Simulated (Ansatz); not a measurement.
Band structure of ZnCu2SnS4 (I-4, 8 atoms in the cell).

```
CELL_PARAMETERS angstrom
     -2.75654     2.75654     5.51402
      2.75654    -2.75654     5.51402
      2.75654     2.75654    -5.51402
ATOMIC_POSITIONS crystal
  Zn 0.75000 0.25000 0.50000
  Cu 0.00000 0.00000 0.00000
  Cu 0.25000 0.75000 0.50000
  Sn 0.50000 0.50000 0.00000
  S  0.36432 0.37124 0.47758
  S  0.62876 0.10634 0.99308
  S  0.89366 0.88674 0.52242
  S  0.11326 0.63568 0.00692
```

Method: revPBE, PAW files made with PBE (plane waves; Ansatz, a program for electronic structure).

Settings: basis.ecutwfc = 420 eV; kpoints.mp_grid.grid = 5 5 5; hamiltonian.xc = revpbe; hamiltonian.pseudopotentials = {kind: paw} (the program's default PAW files); scf.occupations.method = methfessel_paxton; scf.occupations.width = 0.272 eV; kpoints.band_path.npoints = 6.

The starting cell comes from a database of computed structures (which also holds hypothetical and non-ambient phases and stackings), without a prior relaxation at this level. Its lattice was rescaled by a random factor within 2.5 % of one. Spin polarisation is off. The run gives no clean gap (levels at the Fermi energy touch, overlap or are partly filled at this smearing), which alone does not show that the compound is a metal.

Levels in eV from the Fermi level, bands 41 to 48:
```csv
point,41,42,43,44,45,46,47,48
Γ,-1.29,-0.04,-0.04,0.03,0.07,2.07,2.71,3.66
X,-0.71,-0.62,-0.42,-0.34,0.50,2.25,3.07,4.01
Y,-0.73,-0.66,-0.57,-0.50,0.72,2.44,3.44,3.77
S,-1.16,-0.92,-0.60,-0.49,1.32,2.52,3.06,3.73
Z,-1.01,-0.99,-0.74,-0.74,1.17,2.11,2.11,2.39
S1,-1.16,-0.92,-0.60,-0.49,1.32,2.52,3.06,3.73
N,-1.04,-0.98,-0.88,-0.42,1.40,3.08,3.23,4.03
P,-0.68,-0.68,-0.50,-0.50,0.73,2.70,3.00,3.43
Y1,-0.73,-0.66,-0.57,-0.50,0.72,2.44,3.44,3.77
```

No band crosses the Fermi level by more than 0.03 eV along this path.

Keys are those of Ansatz 0.2.
